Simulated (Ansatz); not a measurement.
Consider Te (space group P3_121, No. 152; a = 4.624 Å, c = 5.903 Å; made of chains). Axes: x lies along a and z along c of the hexagonal cell.

The values are results of r2SCAN/PAW in Ansatz (an electronic-structure program), scalar-relativistic without spin-orbit coupling, not measurements.

Strains are applied to the cell and any free atomic positions relax; under biaxial strain the out-of-plane vector relaxes too.

One change was made to it. Results:

The electron mass becomes 0.093 mₑ out of plane, 0.13 mₑ in plane (at H) (base: 0.089 mₑ along c, 0.11 mₑ across (at H)); the band gap goes up by 0.047 eV (0.55 eV → 0.59 eV); the pressure (mean of the normal stresses, compression positive) goes from zero to -0.07 GPa.

Question: Which of these changes matches the shifts?
A. isotropic strain +2.50 %
B. biaxial strain +0.61 %, plane normal [001], relaxed out of plane
C. biaxial strain +1.64 %, plane normal [001], relaxed out of plane

Answer: B, biaxial strain +0.61 %, plane normal [001], relaxed out of plane. For comparison, the band gap in the other runs: biaxial strain +1.64 %, plane normal [001], relaxed out of plane gives 0.68 eV; isotropic strain +2.50 % gives 0.51 eV.

With Te present, leaving out spin-orbit coupling can change the band edges. Effective masses come from finite differences of ±0.01 Å⁻¹. No phonon test of stability was made. No dispersion term is included, though the crystal is made of layers, chains or molecules, so its spacings can come out too wide.
